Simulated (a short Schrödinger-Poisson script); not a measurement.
Stack: MOS inversion layer, SiO2 on p-type Si(100), at 300 K.

```csv
layer,material,thickness (nm),Na (cm⁻³)
1,SiO2,1.9,-
2,Si,210,4.1e18
```

The device is made up for the run: typed textbook-type constants, with dimensions and the other settings drawn at random. SiO2: permittivity 3.9, conduction-band edge (eV) 3.15, gap (eV) 9, electron mass (mₑ) 0.5. Si: permittivity 11.7, conduction-band edge (eV) 0, gap (eV) 1.124, Nv at 300 K (cm⁻³) 3.1e19.

Channel valleys (confinement mass, in-plane density-of-states mass, number): Δ2 0.916, 0.19, 2; Δ4 0.19, 0.417, 4. At the gate the conduction-band edge of layer 1 lies 3.66 eV − eVg above the Fermi level of the channel; the field vanishes at the back. Gaps are held at their typed values at every temperature. Mesh 0.03 nm at interfaces.

From a short Schrödinger-Poisson script (our own, NumPy): 1D Poisson equation in equilibrium, electrons quantum, Hartree (BenDaniel-Duke, 12 states a valley, the channel's in-plane mass for all, wave functions free to enter the dielectric), parabolic valleys, classical holes, full ionisation, no traps, pinning or gate leakage.

The same stack at other levels of the model or other numerical settings:

| run | sheet density of all electrons at Vg = 2.6 V (cm⁻²) | sheet density of all electrons at Vg = 1.4 V (cm⁻²) | capacitance at Vg = 2.6 V (μF/cm²) | centroid of the channel electrons at Vg = 2.6 V (nm) | rough cost against the base |
|---|---|---|---|---|---|
| base | 1.15e13 | 5.98e11 | 1.57 | 0.94 | about 1 |
| electrons treated as classical, Boltzmann | (withheld) | 2.11e12 | 1.76 | 0.17 | 0.04 |
| electrons treated as classical, Fermi-Dirac | 1.38e13 | (withheld) | 1.65 | 0.34 | 0.2 |
| mesh six times as coarse | 1.14e13 | (withheld) | 1.56 | 0.94 | 0.2 |
| one subband a valley | 1.15e13 | 5.97e11 | 1.57 | 0.94 | 0.4 |

Task: Some entries are withheld; supply them.

Result: 
- mesh six times as coarse, sheet density of all electrons at Vg = 1.4 V (cm⁻²): 5.87e11
- electrons treated as classical, Fermi-Dirac, sheet density of all electrons at Vg = 1.4 V (cm⁻²): 1.95e12
- electrons treated as classical, Boltzmann, sheet density of all electrons at Vg = 2.6 V (cm⁻²): 1.48e13

The classical rows ignore confinement, and Boltzmann statistics overrate the density once the band edge passes the Fermi level.
